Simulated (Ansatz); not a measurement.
Take HfS2 in the CdI2 type structure (space group P-3m1, No. 164; a = 3.6057 Å, c = 5.7676 Å; layered, stacked along the Cartesian z axis) as the base.

Method: PBE-D3(BJ) (Ansatz, a program for electronic structure), no spin-orbit coupling.

Free-standing slabs (3 atom(s) a layer) normal to the stacking axis with 15 Å of vacuum; in-plane cell relaxed.

One change was made to it. Results:

```json
[
 {"quantity": "excess energy per area of both faces (slab less bulk energy over the cell's area: twice a surface energy)", "base": "–", "after": "0.39 J/m²"},
 {"quantity": "band gap", "base": "0.85 eV", "after": "1.21 eV"},
 {"quantity": "gap character", "base": "–", "after": "indirect, Γ → M"},
 {"quantity": "valence-band top at Γ (three highest levels, from the VBM)", "base": "–", "after": "0.00, 0.00, -0.93 eV"},
 {"quantity": "in-plane lattice parameter a", "base": "3.606 Å", "after": "3.617 Å"}
]
```

### Question
Which of these changes matches the shifts?
A. 3 layers
B. 1 layer
C. 2 layers

### Answer
B, 1 layer. For comparison, the band gap in the other runs: 3 layers gives 1.09 eV; 2 layers gives 1.13 eV.

The excess energy carries the mismatch between the slab's and the bulk's meshes. With Hf present, leaving out spin-orbit coupling can change the band edges. Stability against distortions was not tested.
